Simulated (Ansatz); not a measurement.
# Cl on the Ir site (Cl_Ir) (fcc Ir host)

The numbers are results of PBE, PAW (plane waves to 420 eV; Ansatz, a program for electronic structure), not measurements. Set-up: 32-site cell; 6×6×6 shifted k-points; start: the Ir site; no spin–orbit coupling; not converged in cell size; the relaxation kept the symmetry of the starting site.

Neighbours after relaxation, in Å: of the Cl atom: Ir 2.79, Ir 2.79, Ir 2.79, Ir 2.79, Ir 2.79, Ir 2.79, Ir 2.79, Ir 2.79 (the shell may go on).

Formation energies E_f are those of the neutral cell. Chemical conditions: host crystal and elements as references (Δμ(Ir) = 0.00 eV, Δμ(Cl) = 0.00 eV; Cl taken from its element, since no compound that bounds it was computed at this level; only phases computed here count, gases as isolated molecules at 0 K). Reference phases: Cl: Cl2 molecule in a box, Ir: fcc Ir.

```csv
charge,moment (μB),point group,largest move off a lattice site (Å),"E_f, host crystal and elements as references (eV)"
0,not spin-polarised,Oh,0.05,4.37
```

Point groups are those of the whole cell at tolerances of 0.03 and 0.1 Å ("near" where only the looser one holds); none is given for unsettled states.

All states together cost roughly 6 core-minutes.
